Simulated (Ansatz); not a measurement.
In2Au, response to strain

Consider In2Au (space group Fm-3m, No. 225; relaxed with 0.1 eV smearing).

```
CELL_PARAMETERS angstrom
      0.00000     3.26976     3.26976
      3.26976     0.00000     3.26976
      3.26976     3.26976     0.00000
ATOMIC_POSITIONS crystal
  In 0.75000 0.75000 0.75000
  In 0.25000 0.25000 0.25000
  Au 0.00000 0.00000 0.00000
```

Cartesian axes are those of the cell as printed.

Strains are applied to the cell and any free atomic positions relax; under biaxial strain the out-of-plane vector relaxes too.

Computed with plane-wave PAW DFT at the PBEsol level (Ansatz, a quantum-chemistry and plane-wave program, 420 eV), without spin-orbit coupling.

Notes on the quantities. energy relative to the base: free energy F; pressure: mean of the normal stresses, compression positive.

| change | volume per atom | energy relative to the base | pressure |
|---|---|---|---|
| base | 23.31 Å³ | 0 meV/atom | 0.0 GPa |
| biaxial strain −4.62 %, plane normal [001], relaxed out of plane | 22.52 Å³ | +27 meV/atom | 2.7 GPa |
| biaxial strain +0.95 %, plane normal [001], relaxed out of plane | 23.48 Å³ | +1.1 meV/atom | -0.5 GPa |
| biaxial strain +1.23 %, plane normal [001], relaxed out of plane | 23.54 Å³ | +1.8 meV/atom | -0.7 GPa |
| biaxial strain +3.04 %, plane normal [001], relaxed out of plane | 23.92 Å³ | +11 meV/atom | -1.6 GPa |
| isotropic strain −2.17 % | 21.82 Å³ | +24 meV/atom | 5.5 GPa |
| uniaxial strain ε_zz = +1.17 % | 23.58 Å³ | +0.9 meV/atom | -0.8 GPa |

Whether these cells are dynamically stable was not tested.
